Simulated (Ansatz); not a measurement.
Input and output of a self-consistent single point for LaTl3 (P4mm, 4 atoms in the cell) (Ansatz, a first-principles code).

Level of theory: PBEsol, default PAW files made with PBE (plane waves; Ansatz).

```
LaTl3
1.0
    4.83763     0.00000     0.00000
    0.00000     4.83763     0.00000
    0.00000     0.00000     4.83763
La Tl
1 3
Direct
  0.00000   0.00000   0.01034
  0.00000   0.50000   0.50000
  0.50000   0.00000   0.50000
  0.50000   0.50000   0.00000
```

Reference input (self-consistent single point, DFT, PBEsol, plane waves, default PAW files made with PBE): basis.ecutwfc = 30.9 Ry; kpoints.mp_grid.grid = 7 7 7; hamiltonian.xc = pbesol; hamiltonian.pseudopotentials = {kind: paw} (the program's default PAW files); scf.occupations.method = fermi_dirac; scf.occupations.width = 0.0073 Ry. This run's input differs from it in these lines:

Ansatz 0.2 input:
```diff
@@ -15,3 +15,3 @@
   mp_grid:
-    grid: [7, 7, 7]
+    grid: [12, 12, 12]
 hamiltonian:
@@ -22,4 +22,4 @@
   occupations:
-    method: fermi_dirac
-    width: 0.0073 Ry
+    method: cold
+    width: 0.0007 Ry
 output:
```

Output, abridged:

```
SCF iter   1: F=—  HF=-40049.897764 eV  |F-HF|=—  |Δ(HF+E_count)|=         —  Δρ=2.61e-3  dr2=1.20e-2  ethr=1.77e-3  ⟨swp⟩=5.5  Hψ=25034  notcnv=0
all-band conjugate gradients solve this SCF's bands
preconditioner: auto → Resta (q_TF=auto, 2.381 Å⁻¹)
SCF iter   2: F=—  HF=-40049.893417 eV  |F-HF|=—  |Δ(HF+E_count)|=   4.35e-3  S|Δr|=    0.00e0  Δρ=9.76e-4  dr2=1.60e-3  ethr=2.40e-5  ⟨swp⟩=3.0  Hψ=13665  notcnv=0  defer=176
   [... lines left out ...]
SCF iter   4: F=—  HF=-40049.892977 eV  |F-HF|=—  |Δ(HF+E_count)|=   3.04e-5  S|Δr|=    0.00e0  Δρ=4.03e-5  dr2=2.33e-6  ethr=2.78e-7  ⟨swp⟩=2.1  Hψ=7372  notcnv=0  defer=176
SCF iter   5: F=—  HF=-40049.892973 eV  |F-HF|=—  |Δ(HF+E_count)|=   3.92e-6  S|Δr|=    0.00e0  Δρ=1.46e-5  dr2=2.19e-7  ethr=4.67e-9  ⟨swp⟩=2.1  Hψ=10470  notcnv=0  defer=176
SCF iter   6: F=-40049.892973 eV  HF=-40049.892973 eV  |F-HF|=1.21e-9  |Δ(HF+E_count)|=   2.29e-8  S|Δr|=    0.00e0  Δρ=2.24e-6  dr2=4.78e-9  ethr=2.00e-10  ⟨swp⟩=7.8  Hψ=25923  notcnv=0
SCF 1 converged in 6 iterations: F = -40049.892973 eV  dr2 = 4.78e-9
Stability not checked (fill_not_monotonic)
Free energy (F): -40049.892973 eV
Internal energy: -40049.892833 eV  (E = F + TS)
E sigma→0 (E₀):  -40049.892926 eV
Entropy (-TS):   -0.000141 eV (-0.035 meV/atom)
Fermi energy:    11.455529 eV
--- Forces (eV/Å), atoms counted from 1 ---
  atom   1  La    -0.00000000     0.00000000    -0.20339300
  atom   2  Tl     0.00000000     0.00000000     0.10981787
  atom   3  Tl     0.00000000     0.00000000     0.10981787
  atom   4  Tl     0.00000000     0.00000000    -0.01624382
--- Stress (GPa, compression-positive) ---
       -1.316841       0.000000      -0.000000
        0.000000      -1.316841       0.000000
       -0.000000       0.000000      -1.318262
  P = ⅓ Tr σ = -1.3173 GPa (-13.173 kbar)
  The stress holds the Pulay correction. Without it, at fixed plane waves, as pw.x and ABINIT print it: P = -1.3514 GPa
```

The run converged in 6 iterations. Against the reference run the free energy rises by 11.7 meV/atom, the pressure hardly changes (-1.29 to -1.32 GPa) and the largest force moves little (0.204 to 0.203 eV/Å).

The starting cell comes from a database of computed structures (which also holds hypothetical and non-ambient phases and stackings), without a prior relaxation at this level. Its lattice was rescaled by up to half a per cent. One atom was moved a little off its site on purpose. Ansatz's pressure includes its estimate of the finite-basis (Pulay) stress.

Cost on one core of a shared machine: roughly 40 s.
